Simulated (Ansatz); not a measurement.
## Response to strain in Sn4Pt

Consider Sn₄Pt (space group Ccce, No. 68; a = 6.4244 Å, b = 11.4064 Å, c = 6.4089 Å). Axes: x, y, z lie along a, b, c of the conventional cell.

Strains are applied to the cell and any free atomic positions relax; under biaxial strain the out-of-plane vector relaxes too.

Level of theory: PBEsol (Ansatz, a program for electronic structure, PAW, spin-orbit coupling left out).

Notes on the quantities. pressure: mean of the normal stresses, compression positive; energy relative to the base: free energy F.

| case | largest internal atomic displacement | pressure | energy relative to the base | shortest interatomic distance |
|---|---|---|---|---|
| base | – | 0.0 GPa | 0 meV/atom | 2.788 Å |
| biaxial strain −1.98 %, plane normal [001], relaxed out of plane | – | 2.2 GPa | – | 2.774 Å |
| isotropic strain +2.06 % | 0.034 Å | -3.7 GPa | +19 meV/atom | 2.828 Å |
| uniaxial strain ε_yy = +2.32 % | 0.016 Å | -1.5 GPa | +4.4 meV/atom | 2.803 Å |
| tensor shear ε_xz = +2.32 % | 0.018 Å | 0.2 GPa | +8.6 meV/atom | 2.757 Å |

Without a gap, meshes like the base's 9×9×8 leave anisotropic stresses uncertain by several tenths of a GPa, and small strain energies with them. Whether these cells are dynamically stable was not tested. The final runs are not spin-polarised.
